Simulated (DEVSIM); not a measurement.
**abrupt Si n-p junction**

System: abrupt Si n-p junction, at 300 K.

```csv
layer (left to right),material,thickness (μm),Nd (cm⁻³),Na (cm⁻³),τn (s),τp (s)
1,Si,15.0,1.1e16,-,0.00014,0.00014
2,Si,1.80,-,3.3e14,0.00014,0.00014
```

Left contact: ohmic. Right contact: ohmic. Voltage is applied to the left contact. Recombination: SRH at mid-gap, radiative, Auger. Mobility is constant in doping.

Constants are typed, rounded textbook-type inputs, not results; the design itself was drawn at random and stands for no fabricated device. Values at 300 K.

```tsv
parameter	Si
gap (eV)	1.124
affinity (eV)	4.05
permittivity	11.7
Nc (cm⁻³)	2.86e19
Nv (cm⁻³)	3.1e19
μn (cm²/Vs)	1417
μp (cm²/Vs)	470
B (cm³/s)	4.7e-15
Cn (cm⁶/s)	2.8e-31
Cp (cm⁶/s)	9.9e-32
```

Simulated with DEVSIM: 1D drift-diffusion, Boltzmann statistics, complete ionisation; no tunnelling, impact ionisation, image-force lowering or self-heating.

```json
{
 "potential_step_across_the_device_at_zero_bias": "0.625 V",
 "largest_field_in_the_device_at_zero_bias": "8600 V/cm",
 "Dark forward voltage at 1 A/cm²": "0.465 V",
 "Dark forward voltage at 100 A/cm²": "0.686 V"
}
```

Dark forward current:

(V (V), J (A/cm²)): (-0.05, -2.8e-7); (-0.10, -1.9e-6); (-0.15, -1.2e-5); (-0.20, -7.4e-5); (-0.30, -0.0028); (-0.35, -0.017); (-0.40, -0.10); (-0.45, -0.61); (-0.50, -3.1); (-0.55, -12); (-0.60, -34); (-0.70, -120); (-0.75, -170); (-0.80, -240); (-0.85, -310); (-0.90, -400); (-0.95, -490); (-1.05, -680); (-1.10, -790); (-1.15, -890); (-1.20, -1000); (-1.25, -1100); (-1.30, -1200); (-1.35, -1300); (-1.45, -1500); (-1.50, -1600); (-1.55, -1700); (-1.60, -1700)

Small-signal capacitance in reverse bias (quasi-static):

```
V (V)  C (nF/cm²)
-----  ----------
0.4          5.80
1            5.54
2            5.43
3            5.34
4            5.26
6            5.11
8            4.97
10           4.84
13           4.66
16           4.50
20           4.32
```
